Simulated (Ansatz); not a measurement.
Given:

Host crystal: corundum, with a band gap (PBE, scalar-relativistic without spin-orbit coupling).

End structure of F on the 1x1 (0001) surface of corundum (cut with top plane Al), one in a 1x1 cell, started at the site 'bridge O-O (span 2.6 Å)':

```xyz
21
Lattice="4.8088 0.0000 0.0000 -2.4044 4.1645 0.0000 0.0000 0.0000 27.5000" Properties=species:S:1:pos:R:3 pbc="T T T"
Al     2.4044     1.3882    10.3794
O      1.5165     2.8397    10.4714
O     -0.8131     4.0580    10.4714
O     -0.7034     1.4313    10.4714
Al     0.0000     0.0000    11.3378
Al     0.0000     2.7763    11.6260
O      0.7586     1.2920    12.6382
O     -1.6648     2.8615    12.6382
O      3.3105     0.0110    12.6382
Al     2.4044     1.3882    13.5359
Al    -0.0007    -0.0007    13.9926
O      3.8876     1.3935    14.8384
O      1.6554     2.6696    14.8394
O      1.6665     0.0979    14.8382
Al    -0.0021     2.7745    15.8618
Al     2.4020     1.3835    16.1617
O      0.7771     4.1115    16.9748
O      0.7654     1.4264    16.9719
O     -1.5539     2.7806    16.9718
Al    -0.0044    -0.0033    17.7558
F     -2.4024     4.1618    19.4036
```

Model: 21-atom slab, 6.7 Å thick at the start under the adsorbate (thin: gaps and levels are the slab's own), 6x6x1 mesh, Fermi-Dirac 0.01 eV, dipole correction, 9 atoms held, the rest relaxed; no symmetry held; spin-polarised, ending with about 1.0 μB a cell, a value that depends on the mesh; orders that need a larger cell were not tried, no spin-orbit, no U, no dispersion correction. The slab shows no gap over 0.04 eV on its mesh. At the end it is bonded to Al. In PBE it is, or lies within 0.03 eV of, the lowest of the starts that converged.

A negative adsorption energy means that the adsorbate is more stable on the surface than in its reference.

Task: Predict the change of the step from the bottom to the top vacuum level, against the clean slab from PBE run with Ansatz (a first-principles code).

Result: 3.70 eV

Task: What is the computed work function of the top face (PBE)?

Result: 9.93 eV

Task: What is the computed adsorption energy against ½ F2(g) (PBE)?

Result: -2.24 eV
